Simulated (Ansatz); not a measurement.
Input and output of a self-consistent single point for GaN (Pm-3m, 2 atoms in the cell) (Ansatz, a quantum-chemistry and plane-wave program).

Method: PBE (plane waves, PAW; Ansatz).

```
CELL_PARAMETERS angstrom
      2.52378     0.00000     0.00000
      0.00000     2.52378     0.00000
      0.00000     0.00000     2.52378
ATOMIC_POSITIONS crystal
  Ga 0.00000 0.00000 0.00000
  N  0.50000 0.50000 0.50000
```

Reference input (self-consistent single point, DFT, PBE, plane waves, default PAW files): basis.ecutwfc = 420 eV; kpoints.mp_grid.grid = 9 9 9; kpoints.mp_grid.shift = 0.5 0.5 0.5; hamiltonian.xc = pbe; hamiltonian.pseudopotentials = {kind: paw} (the program's default PAW files); scf.occupations.method = methfessel_paxton; scf.occupations.width = 0.2 eV. This run's input differs from it in these lines:

```diff
@@ -12,3 +12,3 @@
   mp_grid:
-    grid: [9, 9, 9]
+    grid: [20, 20, 20]
     shift: [0.5, 0.5, 0.5]
```

Log, with long lists cut:

```
SCF iter   1: F=—  HF=-4163.941874 eV  |F-HF|=—  |Δ(HF+E_count)|=         —  Δρ=3.05e-3  dr2=7.83e-4  ethr=1.77e-3  ⟨swp⟩=4.1  Hψ=14202  notcnv=0
all-band conjugate gradients solve this SCF's bands
preconditioner: auto → none
SCF iter   2: F=—  HF=-4163.941900 eV  |F-HF|=—  |Δ(HF+E_count)|=   2.58e-5  S|Δr|=    0.00e0  Δρ=2.05e-3  dr2=4.46e-4  ethr=4.35e-6  ⟨swp⟩=2.1  Hψ=5616  notcnv=0
SCF iter   3: F=—  HF=-4163.941906 eV  |F-HF|=—  |Δ(HF+E_count)|=   6.36e-6  S|Δr|=    0.00e0  Δρ=2.02e-4  dr2=6.74e-6  ethr=2.48e-6  ⟨swp⟩=1.5  Hψ=3691  notcnv=0
SCF iter   4: F=—  HF=-4163.941936 eV  |F-HF|=—  |Δ(HF+E_count)|=   2.99e-5  S|Δr|=    0.00e0  Δρ=1.50e-4  dr2=1.85e-6  ethr=3.74e-8  ⟨swp⟩=2.0  Hψ=4846  notcnv=0
SCF iter   5: F=-4163.941935 eV  HF=-4163.941935 eV  |F-HF|=6.80e-8  |Δ(HF+E_count)|=   1.43e-6  S|Δr|=    0.00e0  Δρ=3.32e-5  dr2=6.60e-8  ethr=5.56e-10  ⟨swp⟩=3.2  Hψ=12261  notcnv=0
SCF 1 converged in 5 iterations: F = -4163.941935 eV  dr2 = 6.60e-8
Stability not checked (fill_not_monotonic)
Free energy (F): -4163.941935 eV
Internal energy: -4163.940891 eV  (E = F + TS)
E sigma→0 (E₀):  -4163.941674 eV
Entropy (-TS):   -0.001044 eV (-0.522 meV/atom)
Fermi energy:    17.429395 eV
--- Forces (eV/Å), atoms counted from 1 ---
  atom   1  Ga    -0.00000000     0.00000000     0.00000000
  atom   2  N      0.00000000     0.00000000     0.00000000
--- Stress (GPa, compression-positive) ---
       65.296814       0.000000       0.000000
        0.000000      65.296814       0.000000
        0.000000       0.000000      65.296814
  P = ⅓ Tr σ = 65.2968 GPa (652.968 kbar)
  The stress holds the Pulay correction. Without it, at fixed plane waves, as pw.x and ABINIT print it: P = 64.5805 GPa
```

The run converged in 5 iterations. Against the reference run the free energy drops by 7.9 meV/atom and the pressure goes from 65.55 to 65.30 GPa.

The starting cell was generated: these elements placed on a structure prototype, without a prior relaxation; it need not be a known phase or ordering of this composition. With a pressure of about 65 GPa the cell is away from its equilibrium volume at this level. Ansatz's pressure includes its estimate of the finite-basis (Pulay) stress. Without the estimate this run gives 64.58 GPa. The run gives no clean gap (levels at the Fermi energy touch, overlap or are partly filled at this smearing), which alone does not show that the compound is a metal.

Keys are those of Ansatz 0.2.
